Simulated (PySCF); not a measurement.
PySCF 2.14.0, BP86/def2-svp, df: Te(tBu)(OH) (CC(C)(C)[Te]O), 16 atoms. The geometry is a generated start, not checked to be a minimum at this level.

```json
{
 "task": "energy",
 "method": "bp86",
 "basis": "def2-svp",
 "two_electron_scheme": "density fitting",
 "mol.max_memory": "3000 MB",
 "mf.max_cycle": "100",
 "mf.init_guess": "minao (default)",
 "mf.DIIS": "CDIIS (default)",
 "mf.conv_tol": "1e-09 (default)",
 "mf.grids.level": "3 (default)",
 "effective_core_potentials": "those of the basis set, past Kr",
 "basis_functions": "146",
 "grid_points": "190592"
}
```

```xyz
16

Te     0.4440     1.5462     1.4898
C     -0.0148    -0.1744     0.1972
C     -0.2907    -1.3408     1.1306
C     -1.2348     0.1387    -0.6529
C      1.1885    -0.4539    -0.6842
H     -0.5131    -2.2366     0.5505
H     -1.1426    -1.1334     1.7758
H      0.5737    -1.5488     1.7586
H     -2.1009     0.3622    -0.0314
H     -1.0386     0.9909    -1.3009
H     -1.4799    -0.7156    -1.2849
H      1.4300     0.4215    -1.2822
H      2.0590    -0.7122    -0.0843
H      0.9762    -1.2850    -1.3589
O      0.9332     2.7749    -0.0079
H      0.2110     3.3663    -0.2149
```

One run each on 2 threads, 1 BLAS thread. Values of diis_space tried: 3, 5, 8 (default), 12, 20.

Question: Predict the course of the Fock builds along this series.

Answer: Fewest Fock builds, within one of each other: 8 (default) with 16, 12 with 16, 20 with 16. The count rises to 40 at 3. All converge to one solution.

| diis_space | Fock builds | end |
|---|---|---|
| 3 | 40 | same solution |
| 5 | 18 | same solution |
| 8 (default) | 16 | same solution |
| 12 | 16 | same solution |
| 20 | 16 | same solution |
